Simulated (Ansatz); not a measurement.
Start from SrO in the rock salt structure (space group Fm-3m, No. 225; a = 5.195 Å).

Method: PBE in Ansatz (plane waves to 420 eV, PAW, no SOC).

Strains are applied to the cell and any free atomic positions relax.

One change was made to it. Results:

| quantity | base | after |
|---|---|---|
| width of the top valence band | 1.05 eV | 1.11 eV |
| energy relative to the base (free energy F) | 0 meV/atom | +4.3 meV/atom |
| band gap | 3.33 eV | 3.31 eV |
| electron mass | 1.2 mₑ along k, 0.41 mₑ across (at X) | 1.2 mₑ along k, 0.40 mₑ across (at X) |

Q: Which change produced these results?
A) isotropic strain −1.00 %
B) isotropic strain −2.50 %
C) isotropic strain +2.50 %
D) isotropic strain +1.00 %

A: A, isotropic strain −1.00 %. For comparison, the electron mass in the other runs: isotropic strain +1.00 % gives 1.2 mₑ along k, 0.41 mₑ across (at X); isotropic strain −2.50 % gives 1.2 mₑ along k, 0.39 mₑ across (at X); isotropic strain +2.50 % gives 0.33 mₑ (at Γ).

Masses are band curvatures over ±0.01 Å⁻¹ around the edge. Along k means along the line from Γ to the band edge. Stability against distortions was not tested.

Ansatz is a quantum-chemistry and plane-wave program.
